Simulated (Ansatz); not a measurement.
Abridged Ansatz (a program for electronic structure) output:

```
Pseudopotential: Cs, paw, valence charge 9
Crystal: 1 atoms, lattice volume = 123.554 Å³
Basis set: ecut = 500 eV, 3103 PW (Γ), exchange–correlation on 160×160×160 points (64 copies of the dense FFT grid, shifted against one another)
Bands: 9, of which v1, the nominal top of the filled ones, is band 5 counted from 1 (4 counted from 0)
Symmetry: 48 space group operations
k-points: 56 of 1331
Functional: x = r2scan, c = r2scan; τ floored in thin density (d = 2e-4 eV/Å³)
SCF iter   1: F=—  HF=-5685.928259 eV  |F-HF|=—  |Δ(HF+E_count)|=         —  Δρ=2.06e-3  dr2=5.09e-3  dr2_τ=1.54e-4  ethr=1.77e-3  ⟨swp⟩=6.1  Hψ=4323  notcnv=0
SCF iter   2: F=—  HF=-5685.929671 eV  |F-HF|=—  |Δ(HF+E_count)|=   1.41e-3  Δρ=1.07e-3  dr2=1.31e-3  dr2_τ=9.21e-5  ethr=5.66e-5  ⟨swp⟩=2.0  Hψ=1449  notcnv=0
SCF 1 converged in 8 iterations: F = -5685.930443 eV  dr2 = 8.56e-12
SCF converged after 8 iterations
Free energy (F): -5685.930443 eV
Internal energy: -5685.921817 eV  (E = F + TS)
E sigma→0 (E₀):  -5685.926130 eV
Entropy (-TS):   -0.008626 eV (-8.626 meV/atom)
Fermi energy:    2.035394 eV
--- Forces (eV/Å), atoms counted from 1 ---
  atom   1  Cs    -0.00000000     0.00000000     0.00000000
--- Stress (GPa, compression-positive) ---
       -0.006777       0.000000       0.000000
        0.000000      -0.006777       0.000000
        0.000000      -0.000000      -0.006777
  P = ⅓ Tr σ = -0.0068 GPa (-0.068 kbar)
```

### Question
What was computed, and what are the main results?

### Answer
Cs, 1 atom in the cell, with Ansatz r2SCAN, spin-orbit coupling left out. The last SCF converged to F = -5685.930443 eV, or -5685.9304 eV per atom, at a pressure of -0.01 GPa. The total energy compares only with runs of the same code, potentials and settings.

Stability against distortions was not tested. All final runs are without spin polarisation. The cell is Cs in the bcc (W type) structure (space group Im-3m, No. 229).
